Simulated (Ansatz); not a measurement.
Structure of amorphous Hf18O37Ca (periodic cell):

```xyz
56
Lattice="8.8328 0.1141 0.3798 0.1141 9.2264 0.1007 0.3798 0.1007 8.9427" Properties=species:S:1:pos:R:3 pbc="T T T"
Hf     4.8112     8.4620     8.3132
Hf     8.6392     3.5685     8.2621
Hf     7.6958     0.5121     6.8207
Hf     6.3764     3.8618     5.9663
Hf     7.3064     2.6902     2.9432
Hf     0.7107     0.1744     0.6467
Hf     5.9789     6.3273     3.8481
Hf     5.2288     4.7613     1.0003
Hf     3.8960     1.7873     1.2053
Hf     1.0445     4.7697     4.3036
Hf     3.2419     7.2209     2.1294
Hf     1.6580     1.5641     3.6842
Hf     4.9393     0.4111     4.5286
Hf     8.5594     8.3715     3.9121
Hf     8.7172     5.8591     1.7164
Hf     3.1052     2.3522     6.6678
Hf     7.7920     6.4633     7.2493
Hf     2.4221     7.7978     5.4390
O      3.6216     3.6892     0.4673
O      3.7847     1.5490     3.2588
O      4.1245     7.6785     4.1689
O      6.7263     6.0406     1.9039
O      5.7554     2.7256     1.6004
O      8.8564     0.8587     5.1789
O      2.8983     0.6424     5.4560
O      4.5455     8.8968     1.3990
O      6.5539     8.3835     3.9884
O      3.5230     7.5992     7.0265
O      1.7727     3.3651     7.6420
O      0.4602     5.7558     8.2307
O      9.0570     1.0927     8.3032
O      1.7038     5.7159     2.3746
O      4.2282     6.4219     0.2742
O      8.5219     4.5911     6.2756
O      6.2378     6.0338     5.9145
O      8.6675     7.8876     1.8566
O      6.2808     1.9615     4.6251
O      8.9953     7.8109     6.1938
O      2.2471     8.0429     0.5054
O      6.8064     4.7989     8.1941
O      7.2262     2.4346     7.2164
O      7.0000     8.1013     8.1083
O      8.1956     3.7708     1.2980
O      1.8797     1.5522     1.5825
O      2.1862     3.1086     4.9084
O      5.5721     0.2533     6.4578
O      1.8254     8.4887     3.3897
O      8.3397     6.2925     3.9631
O      3.8171     1.1658     8.2158
O      0.3201     3.1603     3.2845
O      4.4816     3.7292     6.5126
O      6.5255     4.3288     3.9921
O      8.3049     0.9347     2.6262
O      4.4009     5.5848     2.7455
O      2.2641     5.8314     5.4614
Ca     3.0333     5.4249     7.7764
```

Method: PBE, scalar-relativistic without spin-orbit coupling (plane waves to 420 eV, PAW; Ansatz, an electronic-structure program).

A CHGNet melt-quench gave the starting glass, which DFT then relaxed. O atoms were pushed apart under 1.9 Å during the dynamics, to hinder bonds among them. The hot cell started wider than the set density and was brought back towards it in steps. It is the lowest in DFT energy of 2 quenches. It is a model cell: composition and starting density were chosen by hand, and all elements were melted together. No dispersion term was used. Its density started from a set value of 8.78 and ended at 8.78 g/cm³. The quench (nominally 380 K/ps over its main leg) was far faster than any real one, so the model tends to hold more defects than a real film. A cell of this size samples the disorder only roughly. The volume was held where the preparation left it and the shape relaxed, at a PBE pressure of 1.4 GPa. Stress components on the final sampling reach 1.4 GPa.

Cut-offs for bonds: Hf-Hf 3.34 Å, Hf-O 2.64 Å, Hf-Ca 3.61 Å, O-O 1.58 Å, O-Ca 2.90 Å, Ca-Ca 3.87 Å. Two cations that share two anions don't count as bonded, nor two that share one unless they lie closer than Hf-Hf 3.25 Å, Hf-Ca 3.51 Å, Ca-Ca 3.77 Å.

Q: Give the coordination numbers, mean bond lengths and angles.

A: 
The mean coordination of Hf by anions is 6.28 (2 with 5, 9 with 6, 7 with 7) and the mean coordination of O comes out as 3.24 (28 with 3, 9 with 4). The mean coordination of Ca by anions is 7.00 (1 with 7), the mean Hf-O bond comes out as 2.138 Å (spread 0.118 Å, 113 counted) and the mean O-Ca bond is 2.478 Å (spread 0.091 Å, 7 counted). The bond angle at Hf comes out as mean 102.9°, spread 29.3° and the bond angle at O comes out as mean 113.4°, spread 16.5°. The bond angle at Ca is mean 100.9°, spread 29.5°.

Q: List the pairs of like atoms that count as bonded by the rules above.

A: There are none by these rules.
